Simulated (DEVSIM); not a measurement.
Structure: Cr/SiO2/n-Si capacitor, at 300 K.

```
layer (left to right)  material  thickness (nm)  Nd (cm⁻³)
---------------------  --------  --------------  ---------
1                          SiO2            2.80          -
2                            Si             650     7.9e17
```

Metal gate on the left, work function 4.5 eV. Fixed charge at the semiconductor interface -4.9e10 cm⁻² (in units of +e); interface traps 3.5e10 cm⁻² eV⁻¹, uniform in energy, neutral level at 0.3 of the gap above the valence band.

This is a model device: material constants are rounded textbook-type values typed into the input, and sizes, dopings and lifetimes were drawn at random. Values at 300 K.

| parameter | SiO2 | Si |
|---|---|---|
| gap (eV) | 9 | 1.124 |
| affinity (eV) | 0.9 | 4.05 |
| permittivity | 3.9 | 11.7 |
| Nc (cm⁻³) | - | 2.86e19 |
| Nv (cm⁻³) | - | 3.1e19 |

Simulated with DEVSIM: 1D Poisson equation in equilibrium, Boltzmann statistics, complete ionisation; no quantum confinement or tunnelling. Metal contacts follow the ideal Schottky-Mott rule: no Fermi-level pinning, no interface dipoles.

Tabulate band edges, carrier densities and field at -0.5 V on the gate.

Energies count from the Fermi level of the right contact; mesh points crowd at the junctions.

| x (μm) | Ec (eV) | Ev (eV) | n (cm⁻³) | p (cm⁻³) | field (V/cm) |
|---|---|---|---|---|---|
| 0.000 | 4.100 | -4.900 | < 1e2 | < 1e2 | -1100000 |
| 0.0007075 | 4.025 | -4.975 | < 1e2 | < 1e2 | -1100000 |
| 0.001493 | 3.942 | -5.058 | < 1e2 | < 1e2 | -1100000 |
| 0.002249 | 3.862 | -5.138 | < 1e2 | < 1e2 | -1100000 |
| 0.003214 | 0.639 | -0.485 | 5.3e8 | 2.2e11 | -360000 |
| 0.004534 | 0.593 | -0.531 | 3.1e9 | 3.7e10 | -340000 |
| 0.006783 | 0.519 | -0.605 | 5.4e10 | 2.2e9 | -310000 |
| 0.01283 | 0.352 | -0.772 | 3.4e13 | 3400000 | -240000 |
| 0.02219 | 0.182 | -0.942 | 2.5e16 | 4600 | -130000 |
| 0.03814 | 0.098 | -1.026 | 6.6e17 | 180 | -10000 |
| 0.06869 | 0.093 | -1.031 | 7.9e17 | 150 | -15 |
| 0.1475 | 0.093 | -1.031 | 7.9e17 | 150 | ≈ 0 |
| 0.2606 | 0.093 | -1.031 | 7.9e17 | 150 | ≈ 0 |
| 0.4213 | 0.093 | -1.031 | 7.9e17 | 150 | ≈ 0 |
| 0.5505 | 0.093 | -1.031 | 7.9e17 | 150 | ≈ 0 |
| 0.5957 | 0.093 | -1.031 | 7.9e17 | 150 | ≈ 0 |
| 0.6212 | 0.093 | -1.031 | 7.9e17 | 150 | ≈ 0 |
| 0.6361 | 0.093 | -1.031 | 7.9e17 | 150 | ≈ 0 |
| 0.6458 | 0.093 | -1.031 | 7.9e17 | 150 | ≈ 0 |
| 0.6493 | 0.093 | -1.031 | 7.9e17 | 150 | ≈ 0 |
| 0.6514 | 0.093 | -1.031 | 7.9e17 | 150 | ≈ 0 |
| 0.6528 | 0.093 | -1.031 | 7.9e17 | 150 | ≈ 0 |
